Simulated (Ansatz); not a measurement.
Cell and atoms of amorphous Hf18O39Sc2:

```xyz
59
Lattice="9.3000 0.0000 0.0000 0.0000 9.3000 0.0000 0.0000 0.0000 9.3000" Properties=species:S:1:pos:R:3 pbc="T T T"
Hf     9.0989     0.8281     6.3583
Hf     2.3893     6.6412     0.5429
Hf     0.3310     3.5102     3.9378
Hf     3.0118     0.5146     8.3625
Hf     6.8020     7.3909     5.4407
Hf     4.6193     4.3907     8.7803
Hf     9.2537     7.4184     7.9914
Hf     6.4911     3.4753     2.3137
Hf     3.0880     2.9908     2.0269
Hf     7.8433     6.9672     1.8257
Hf     4.1015     4.4315     5.0455
Hf     1.1975     7.0355     4.2316
Hf     7.4249     4.2867     6.1899
Hf     0.0423     1.7997     0.6181
Hf     1.3919     3.9071     7.6209
Hf     4.0637     8.4700     2.7941
Hf     5.5414     8.0299     9.0714
Hf     2.7823     1.3903     4.9764
O      2.6789     6.0638     5.2614
O      4.6444     4.0893     3.1129
O      7.1891     5.1282     1.5708
O      7.4935     7.5789     9.1070
O      7.9647     6.2101     6.7657
O      6.0952     3.7590     7.6196
O      0.4272     7.3079     0.9662
O      0.2876     4.1329     5.9819
O      4.5093     6.2699     0.0717
O      8.1679     7.4375     3.8048
O      3.5852     8.5635     0.7462
O      2.7049     4.5380     0.6125
O      3.8457     0.3788     6.4285
O      0.0347     0.2863     8.3969
O      3.3961     4.1897     7.1840
O      0.9615     2.7916     2.1687
O      2.2702     1.8008     0.3807
O      4.6487     2.5145     5.4343
O      5.1237     0.6743     8.5240
O      7.6234     1.9731     1.6006
O      0.3979     8.1090     6.0220
O      0.6689     1.4730     4.6459
O      4.9264     3.0170     0.8966
O      3.6961     1.1977     2.9914
O      5.9057     5.3702     5.2850
O      0.5236     5.4002     3.3589
O      5.3378     7.3836     7.1185
O      7.1632     9.1988     6.2176
O      5.0697     7.8840     4.4771
O      2.4702     3.3629     4.1752
O      5.9694     7.9520     1.8720
O      7.5784     3.6050     4.0930
O      2.3242     7.9316     8.0016
O      2.5384     8.6914     4.4081
O      1.0832     5.7840     8.2658
O      7.7039     2.2552     6.4458
O      9.1694     3.2476     8.7103
O      2.6473     6.9804     2.5733
O      1.7857     1.7889     6.9407
Sc     5.8279     1.4816     6.7551
Sc     3.6704     7.6905     6.0766
```

Calculation: PBE, scalar-relativistic without spin-orbit coupling (plane waves to 420 eV, PAW; Ansatz, an electronic-structure program).

The cell was made by melting and quenching with the CHGNet potential and then relaxed with DFT. O atoms were pushed apart under 1.9 Å during the dynamics, to hinder bonds among them. The hot cell started wider than the set density and was brought back towards it in steps. It is the lowest in DFT energy of 2 quenches. It is a model cell: composition and starting density were chosen by hand, and all elements were melted together. No dispersion term was used. Its density started from a set value of 8.55 and ended at 8.11 g/cm³. Cooling (nominally 300 K/ps over its main leg) ran many orders faster than in experiment, which tends to leave more defects and strain. One small periodic cell is one sample of the glass; other quenches scatter about these values. The volume was free in the relaxation, at fixed shape. Stress components on the final sampling reach 2.2 GPa.

Bonds are counted up to Hf-Hf 3.34 Å, Hf-O 2.54 Å, Hf-Sc 3.38 Å, O-O 1.58 Å, O-Sc 2.60 Å, Sc-Sc 3.41 Å. Two cations that share two anions don't count as bonded, nor two that share one unless they lie closer than Hf-Hf 3.25 Å, Hf-Sc 3.28 Å, Sc-Sc 3.32 Å.

Give the coordination numbers, mean bond lengths and angles.


| Property | Value |
|---|---|
| Mean coordination of Hf by anions | 5.94 (5 with 5, 9 with 6, 4 with 7) |
| Mean coordination of O | 3.05 (4 with 2, 29 with 3, 6 with 4) |
| Mean coordination of Sc by anions | 6.00 (2 with 6) |
| Mean Hf-O bond | 2.119 Å (spread 0.099 Å, 107 counted) |
| Mean O-Sc bond | 2.157 Å (spread 0.141 Å, 12 counted) |
| Bond angle at Hf | mean 103.4°, spread 28.8° |
| Bond angle at O | mean 115.6°, spread 16.7° |
| Bond angle at Sc | mean 103.3°, spread 28.6° |

List the pairs of like atoms that count as bonded by the rules above.

There are none by these rules.

What Bader charges do the atoms carry, from a run on the zone centre alone?

Means (range): Hf +2.61 e (+2.55 to +2.66), O -1.31 e (-1.38 to -1.21), Sc +2.02 e (+2.00 to +2.05).
```csv
atom,charge (e)
Hf1,+2.59
Hf2,+2.64
Hf3,+2.63
Hf4,+2.57
Hf5,+2.63
Hf6,+2.55
Hf7,+2.62
Hf8,+2.60
Hf9,+2.66
Hf10,+2.60
Hf11,+2.64
Hf12,+2.63
Hf13,+2.61
Hf14,+2.56
Hf15,+2.62
Hf16,+2.62
Hf17,+2.60
Hf18,+2.61
O19,-1.31
O20,-1.30
O21,-1.24
O22,-1.30
O23,-1.31
O24,-1.30
O25,-1.33
O26,-1.31
O27,-1.30
O28,-1.35
O29,-1.33
O30,-1.34
O31,-1.31
O32,-1.35
O33,-1.34
O34,-1.30
O35,-1.33
O36,-1.29
O37,-1.28
O38,-1.28
O39,-1.33
O40,-1.31
O41,-1.30
O42,-1.32
O43,-1.32
O44,-1.27
O45,-1.30
O46,-1.31
O47,-1.31
O48,-1.35
O49,-1.32
O50,-1.32
O51,-1.32
O52,-1.33
O53,-1.28
O54,-1.28
O55,-1.21
O56,-1.29
O57,-1.38
Sc58,+2.05
Sc59,+2.00
```
